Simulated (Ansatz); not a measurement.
L1₂ (Cu3Au-type) Al3Sc

Computed with r²SCAN+rVV10 in Ansatz (PAW).

Numerical settings: plane-wave cutoff 560 eV, 14×14×14 k mesh, Fermi–Dirac smearing 0.05 eV, scalar-relativistic PAW data made under PBE.

Cell: relaxed at this level.

```
Quantity                                            Value
------------------------------------------  -------------
equilibrium volume per atom                 16.98 Å³/atom
bulk modulus                                     95.1 GPa
equilibrium lattice constant a                    4.080 Å
band gap                                    zero (no gap)
pressure derivative B′ of the bulk modulus            4.0
```

Measured, for comparison: equilibrium volume per atom 17.27 Å³/atom, lattice constant a 4.103 Å (room temperature, no zero-point or thermal correction; as tabulated in A Combined Experimental and First-Principles Based Assessment of …); bulk modulus 91.5 ± 1 GPa (298 K, no zero-point or thermal correction, polycrystal; as tabulated in A Combined Experimental and First-Principles Based Assessment of …). Computed (rounded) less measured: equilibrium volume per atom -1.7 %, bulk modulus +4 %, lattice constant a -0.6 %. A static lattice is as a rule a little smaller and stiffer than an uncorrected measurement, which narrows the difference in the equilibrium volume per atom, bulk modulus, lattice constant a and would widen misses of the other sign.

The result took around 3 core-minutes (rough).

Ansatz is a program for electronic structure.
